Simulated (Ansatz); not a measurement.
Input and output of a self-consistent single point for the (001) slab of BaAl2 (cut from a parent of space group no. 227; 12 atoms in the cell) (Ansatz, a program for electronic structure).

Method of the run: PBEsol, default PAW files made with PBE (plane waves; Ansatz).

```
Al2Ba
1.0
    6.00155     0.00000     0.00000
   -6.00155     6.00155     0.00000
    0.00000     0.00000    21.42652
Al Ba
8 4
Direct
  0.25000   0.75000   0.32670
  0.25000   0.00000   0.42573
  0.75000   0.25000   0.32670
  0.75000   0.00000   0.42573
  0.25000   0.25000   0.52476
  0.25000   0.50000   0.62379
  0.75000   0.75000   0.52476
  0.75000   0.50000   0.62379
  0.00000   0.50000   0.47524
  0.50000   0.50000   0.37621
  0.00000   0.00000   0.67330
  0.50000   0.00000   0.57427
```

Reference input (self-consistent single point, DFT, PBEsol, plane waves, default PAW files made with PBE): basis.ecutwfc = 420 eV; kpoints.mp_grid.grid = 4 4 1; hamiltonian.xc = pbesol; hamiltonian.pseudopotentials = {kind: paw} (the program's default PAW files); scf.occupations.method = gaussian; scf.occupations.width = 0.1 eV. This run's input differs from it in these lines:

Ansatz 0.2 input:
```diff
@@ -20,3 +20,3 @@
 basis:
-  ecutwfc: 420.0
+  ecutwfc: 210.0
 kpoints:
```

The program printed (abridged):

```
SCF iter   1: F=—  HF=-27642.395223 eV  |F-HF|=—  |Δ(HF+E_count)|=         —  Δρ=5.50e-3  dr2=5.54e0  ethr=1.77e-3  ⟨swp⟩=12.3  Hψ=2587  notcnv=0
all-band conjugate gradients solve this SCF's bands
preconditioner: auto → LDOS
SCF iter   2: F=—  HF=-27642.195848 eV  |F-HF|=—  |Δ(HF+E_count)|=   1.99e-1  Δρ=2.58e-3  dr2=1.23e0  ethr=1.77e-3  ⟨swp⟩=2.6  Hψ=600  notcnv=0  defer=40
   [... lines left out ...]
SCF iter   6: F=—  HF=-27642.141237 eV  |F-HF|=—  |Δ(HF+E_count)|=   1.91e-5  Δρ=4.57e-5  dr2=7.49e-5  ethr=3.17e-7  ⟨swp⟩=2.0  Hψ=611  notcnv=0  defer=40
SCF iter   7: F=—  HF=-27642.141235 eV  |F-HF|=—  |Δ(HF+E_count)|=   2.29e-6  Δρ=1.63e-5  dr2=5.57e-6  ethr=1.17e-7  ⟨swp⟩=2.0  Hψ=631  notcnv=0  defer=40
SCF iter   8: F=—  HF=-27642.141234 eV  |F-HF|=—  |Δ(HF+E_count)|=   6.02e-7  Δρ=4.80e-6  dr2=3.69e-7  ethr=8.71e-9  ⟨swp⟩=2.0  Hψ=607  notcnv=0  defer=40
SCF iter   9: F=-27642.141234 eV  HF=-27642.141234 eV  |F-HF|=9.74e-9  |Δ(HF+E_count)|=   9.27e-8  Δρ=1.48e-6  dr2=4.41e-8  ethr=1.56e-10  ⟨swp⟩=18.4  Hψ=2141  notcnv=0
SCF 1 converged in 9 iterations: F = -27642.141234 eV  dr2 = 4.41e-8
Free energy (F): -27642.141234 eV
Internal energy: -27642.087664 eV  (E = F + TS)
E sigma→0 (E₀):  -27642.114449 eV
Entropy (-TS):   -0.053571 eV (-4.464 meV/atom)
Fermi energy:    1.467599 eV
--- Forces (eV/Å), atoms counted from 1 ---
  atom   1  Al     0.00000000     0.65115241     0.66472173
  atom   2  Al    -0.18222945     0.00000000    -0.11907737
  atom   3  Al     0.00000000    -0.65115241     0.66472173
  atom   4  Al     0.18222945     0.00000000    -0.11907737
  atom   5  Al     0.00000000    -0.21829948     0.03759428
  atom   6  Al     0.15836213     0.00000000    -0.24492563
  atom   7  Al     0.00000000     0.21829948     0.03759428
  atom   8  Al    -0.15836213     0.00000000    -0.24492563
   [... lines left out ...]
  atom  12  Ba     0.00000000     0.00000000    -0.21789080
--- Stress (GPa, compression-positive) ---
       -0.117740       0.000000       0.000000
        0.000000      -1.108266       0.000000
        0.000000       0.000000      -0.744376
  P = ⅓ Tr σ = -0.6568 GPa (-6.568 kbar)
  The stress holds the Pulay correction. Without it, at fixed plane waves, as pw.x and ABINIT print it: P = -3.0439 GPa
```

The run converged in 9 iterations. Against the reference run the free energy goes up by 269 meV/atom and the largest force goes from 1.042 to 0.931 eV/Å.

The starting cell comes from a database of computed structures (which also holds hypothetical and non-ambient phases and stackings), without a prior relaxation at this level. The slab is cut from that crystal, and its faces are unrelaxed. Its lattice was rescaled by up to half a per cent. The two faces of this cut differ, and no dipole correction was used. The cutoff lies below the one recommended for these files.
